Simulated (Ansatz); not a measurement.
Where the default PAW files enter, the runs use the earlier of Ansatz's two default sets.

The decay constant κ of evanescent states in the gap governs leakage through a thin film.

Data:

```
CELL_PARAMETERS angstrom
      3.15041     0.00000     0.00000
     -1.57520     2.72833     0.00000
      1.57520    -0.90944     2.57230
ATOMIC_POSITIONS crystal
  Al 0.00000 0.00000 0.00000
  N  0.75000 0.25000 0.75000
```

Space group of this cell: F-43m, zinc blende. The cell is strained (all lengths scaled by 1.02); by r2SCAN its mean pressure is -11.0 GPa.

Transport runs along the normal of the first two printed cell vectors, the (111) plane of the conventional cell.

No gap correction and no spin-orbit coupling; mid-gap values are interpolated between computed energies.

Question: Estimate the band gap and the smallest decay constant κ at mid-gap that r2SCAN run with Ansatz (a program for electronic structure) returns for this system.

Answer: Gap 3.88 eV on a 12×12×12 mesh; κ = 0.262 1/Å, at the zone centre.
